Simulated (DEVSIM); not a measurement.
Structure: p-channel Si planar bulk MOSFET with SiO2, at 450 K.

```
Item                                                          Value
-----------------------  ------------------------------------------
Gate length                                                  350 nm
Source drain length                                          280 nm
Dielectric thickness                                         6.4 nm
Lateral straggle                                              23 nm
Underlap                                                       0 nm
Junction depth                                             155.1 nm
Substrate depth                                              931 nm
Gate work function                                          5.12 eV
Source and drain doping  5.3e19 cm⁻³, Gaussian tails under the gate
Body doping                                               2e17 cm⁻³
Lifetime                                                     2e-8 s
Supply                                                        1.8 V
```

All mobilities are scaled by 1; velocity saturation, μ/(1 + (μE/vsat)^b)^(1/b) with b = 2 for electrons and 1 for holes and E the electric field along each mesh edge, is on. Mobility is μmin + (μ − μmin)/(1 + (N/Nref)^α).

The device is made up for the run: typed textbook-type constants, with dimensions and the other settings drawn at random. Values at 300 K; Nc and Nv go as T^1.5, mobilities as T to minus their exponent, the gap by Varshni's rule with the affinity fixed.

Si: gap (eV) 1.124, affinity (eV) 4.05, permittivity 11.7, Nc (cm⁻³) 2.86e19, Nv (cm⁻³) 3.1e19, μn (cm²/Vs) 1417, μp (cm²/Vs) 470, μn,min 52, μp,min 45, Nref,n 9.7e16, Nref,p 2.2e17, αn 0.68, αp 0.72, T exponent of μn 2.3, T exponent of μp 2.2, vsat,n (cm/s) 1e7, vsat,p (cm/s) 8.4e6, Varshni α (eV/K) 0.000473, Varshni β (K) 636. SiO2: gap (eV) 9, affinity (eV) 0.9, permittivity 3.9.

Simulated with DEVSIM: 2D drift-diffusion, Boltzmann statistics, complete ionisation; no quantum confinement, tunnelling, impact ionisation, self-heating, contact resistance or fringe fields beside the gate. Metal contacts follow the ideal Schottky-Mott rule: no Fermi-level pinning, no interface dipoles.

Transfer curves, |Id| in μA/μm:

| Vg (V) | Vd = -0.05 V | Vd = -1.8 V |
|---|---|---|
| 0.54 | 4.088e-6 | 1.508e-5 |
| 0.45 | 9.404e-6 | 2.917e-5 |
| 0.36 | 3.184e-5 | 9.254e-5 |
| 0.27 | 0.0001344 | 0.0004020 |
| 0.18 | 0.0006312 | 0.001994 |
| 0.09 | 0.003126 | 0.01043 |
| 0 | 0.01576 | 0.05483 |
| -0.09 | 0.07583 | 0.2692 |
| -0.18 | 0.3014 | 1.066 |
| -0.27 | 0.8316 | 3.055 |
| -0.36 | 1.614 | 6.545 |
| -0.45 | 2.508 | 11.47 |
| -0.54 | 3.438 | 17.68 |
| -0.63 | 4.373 | 25.03 |
| -0.72 | 5.301 | 33.36 |
| -0.81 | 6.219 | 42.57 |
| -0.9 | 7.123 | 52.57 |
| -0.99 | 8.012 | 63.30 |
| -1.08 | 8.889 | 74.66 |
| -1.17 | 9.752 | 86.59 |
| -1.26 | 10.60 | 99.06 |
| -1.35 | 11.44 | 112.0 |
| -1.44 | 12.27 | 125.4 |
| -1.53 | 13.08 | 139.2 |
| -1.62 | 13.89 | 153.3 |
| -1.71 | 14.68 | 167.8 |
| -1.8 | 15.47 | 182.6 |

Task: Work out the subthreshold swing at low drain bias from the rows at 0.09 and 0 V, and compare it with the thermal limit.

Result: log10(0.01576/0.003126) = 0.703 over 90.0 mV, so S = 128 mV/decade. The limit kT/q ln 10 is 89.3 mV/decade; the ratio is 1.43. This is the steepest step of the table.

Task: Find both thresholds at the constant current 0.1 μA × (1 μm/L) a micrometre, and the DIBL.

Result: The current is 0.286 μA/μm. Interpolating ln Id gives -0.177 V and -0.094 V; their difference over the 1.75 V of drain bias is 47 mV/V.

Source and drain are degenerate, where Boltzmann statistics are only rough. The electric field that drives the saturation includes the junctions' built-in field, which lowers the mobility there even at small currents: subthreshold currents come out too low, a known weakness of this choice.
